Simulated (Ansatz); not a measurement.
HgTe: strain along the normal

HgTe (zinc blende, F-43m, 34.483 Å³/atom at rest) under an equal strain ε in the (001) plane with the normal axis free, as in a coherent film. PBEsol in Ansatz, a plane-wave DFT program (PAW, default set), 420 eV, 9×9×9 Γ-centred mesh, Fermi-Dirac smearing 0.05 eV; ions are relaxed within the symmetry of each cell.

Here s stands for strain and y for normal strain.

```csv
strain (%),normal strain (%)
-3.00,?
-1.50,2.08
-1.00,1.39
-0.50,0.70
0.00,0.00
0.50,-0.70
1.00,-1.41
1.50,-2.12
```

**Question.** Using a straight line, estimate the missing y at s = -3.00 from the other rows, showing the fit.

**Answer.** Means: s 0, y -0.009. About the means, the sum of products is -9.8000 and the sum of squares of s is 7.0000; the slope is their ratio. Least squares gives y = -0.009 - 1.4000·s. Residuals (row less fit): -0.011, -0.001, 0.009, 0.009, 0.009, -0.001, -0.011; standard error 0.010 (degrees of freedom: 5). The slope, -1.40 ± 0.00, is the elastic response of the normal axis, −2C12/C11 for this plane. At the withheld row, y = -0.009 - 1.4000 × (-3.0) = 4.191%. The calculation gives 4.14%, 0.051% below the prediction (0.8 % of the range of y in the table). The row lies outside the fitted rows, so this is an extrapolation. From the scatter of the fitted rows alone, a prediction at this place has a standard error of 0.015%, so the miss is 3.4 times that.

One order more, fitted to all 13 runs of the series, follows each within 0.01, so the miss is the next term of a smooth law. This level leaves no gap over 0.05 eV at strain -3.00, -1.50, -1.00, -0.50, 0.00, 0.50, where the mesh may be coarse. Rows are the converged runs of the series near zero and its far end; series whose fitted rows scatter by over a few per cent of the range, as at a crossing or softening among them, aren't shown in this form. Most that stay on the fit to the last digits aren't either.
